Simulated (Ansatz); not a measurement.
**CdSe, response to strain**

The parent structure is CdSe in the wurtzite structure (space group P6_3mc, No. 186; a = 4.2475 Å, c = 6.9410 Å). Axes: x lies along a and z along c of the hexagonal cell.

Strains are applied to the cell and any free atomic positions relax; under biaxial strain the out-of-plane vector relaxes too.

Computed with LDA (Ansatz, an electronic-structure program, PAW, no spin-orbit coupling).

Notes on the quantities. in-plane stress: mean in-plane stress (compression positive).

| case | band gap | electron mass | ratio −ε⊥/ε∥ | in-plane stress |
|---|---|---|---|---|
| base | 0.46 eV | 0.047 mₑ (at Γ) | – | – |
| biaxial strain −3.00 %, plane normal [001], relaxed out of plane | 0.36 eV | 0.054 mₑ out of plane, 0.042 mₑ in plane (at Γ) | 0.94 | +2.8 GPa |
| biaxial strain −2.40 %, plane normal [001], relaxed out of plane | 0.39 eV | 0.053 mₑ out of plane, 0.044 mₑ in plane (at Γ) | 0.94 | +2.2 GPa |
| biaxial strain −1.80 %, plane normal [001], relaxed out of plane | 0.42 eV | 0.052 mₑ out of plane, 0.046 mₑ in plane (at Γ) | 0.94 | +1.7 GPa |
| biaxial strain −1.20 %, plane normal [001], relaxed out of plane | 0.44 eV | 0.050 mₑ out of plane, 0.046 mₑ in plane (at Γ) | 0.95 | +1.1 GPa |
| biaxial strain −0.60 %, plane normal [001], relaxed out of plane | ? | ? | – | ? |

Q: Some entries are withheld; estimate them.

A: 
- biaxial strain −0.60 %, plane normal [001], relaxed out of plane, band gap: 0.45 eV
- biaxial strain −0.60 %, plane normal [001], relaxed out of plane, electron mass: 0.048 mₑ (at Γ)
- biaxial strain −0.60 %, plane normal [001], relaxed out of plane, in-plane stress: +0.5 GPa

Effective masses come from finite differences of ±0.01 Å⁻¹. No phonon test of stability was made.
